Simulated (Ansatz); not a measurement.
Start from MgInGaO₄ (space group R3m, No. 160; a = 3.344 Å, c = 25.299 Å (hexagonal axes); a hypothetical phase, not in the database extracts checked).

One thing is altered: the cell is scaled by 1.0058 in all directions; the atoms relax in the strained cell.

Levels (all Ansatz, an electronic-structure program, PAW): PBEsol (420 eV, no spin-orbit coupling); r2SCAN (500 eV, without spin-orbit coupling).

The geometry is relaxed with PBEsol.

| Quantity | Value |
|---|---|
| PBEsol smallest direct gap | 2.10 eV |
| PBEsol pressure | -2.66 GPa |
| PBEsol lowest conduction level above the VBM at special points | Γ 1.97 eV; T 3.12 eV; L 5.62 eV; F 5.72 eV |
| PBEsol width of the top valence band | 0.21 eV |

Q: How does going to r2SCAN change the smallest direct gap, pressure, lowest conduction level above the VBM at special points and width of the top valence band?

A: The smallest direct gap goes up by 0.641 eV to 2.75 eV; the pressure falls by 0.94 GPa to -3.60 GPa; the lowest conduction level above the VBM at special points becomes Γ 2.62 eV; T 3.69 eV; L 6.40 eV; F 6.49 eV (PBEsol: Γ 1.97 eV; T 3.12 eV; L 5.62 eV; F 5.72 eV); the width of the top valence band hardly moves (0.21 eV against 0.20 eV).

Single points use the geometry relaxed with PBEsol. Their cutoffs differ, which shifts pressures a little. Stability against distortions was not tested.
